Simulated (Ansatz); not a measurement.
## Effect of tensor shear ε_xy = +1.00 % on KTaO3

Consider KTaO₃ in the cubic perovskite structure (space group Pm-3m, No. 221; a = 3.952 Å). Axes: x, y, z lie along the cube axes.

Perturbation: a pure shear with ε_xy = ε_yx = 0.0100, atoms relaxed at fixed cell.

Method: DFT with LDA, PAW potentials and a 420 eV plane-wave cutoff in Ansatz (a first-principles code), without spin-orbit coupling. Γ-centred 8×8×8 mesh, Fermi–Dirac width 0.05 eV.

```tsv
quantity	base	changed	shift
volume per atom	12.34 Å³	12.34 Å³	0.00 Å³
space group	Pm-3m (No. 221)	Cmmm (No. 65)	–
shortest interatomic distance	1.976 Å	1.976 Å	0.000 Å
energy relative to the base (free energy F)	0 meV/atom	+1.6 meV/atom	+1.6 meV/atom
pressure (mean of the normal stresses, compression positive)	-0.1 kbar	0.1 kbar	+0.2 kbar
band gap	2.13 eV	2.09 eV	-0.04 eV
gap character	–	indirect, T → Γ	–
smallest direct gap	2.73 eV	2.65 eV	-0.08 eV
stress (xx, yy, zz, yz, xz, xy; compression positive)	–	(0.01, 0.01, 0.00, 0.00, 0.00, -2.03) GPa	–
```

Final structure:

```
CELL_PARAMETERS angstrom
      3.95200     0.03952     0.00000
      0.03952     3.95200     0.00000
      0.00000     0.00000     3.95200
ATOMIC_POSITIONS crystal
  K  0.00000 0.00000 0.00000
  Ta 0.50000 0.50000 0.50000
  O  0.50000 0.00000 0.50000
  O  0.00000 0.50000 0.50000
  O  0.50000 0.50000 0.00000
```

With Ta present, leaving out spin-orbit coupling can change the band edges. The cells carry an imposed strain or load. Whether these cells are dynamically stable was not tested. k-point labels follow each cell's own Brillouin zone.
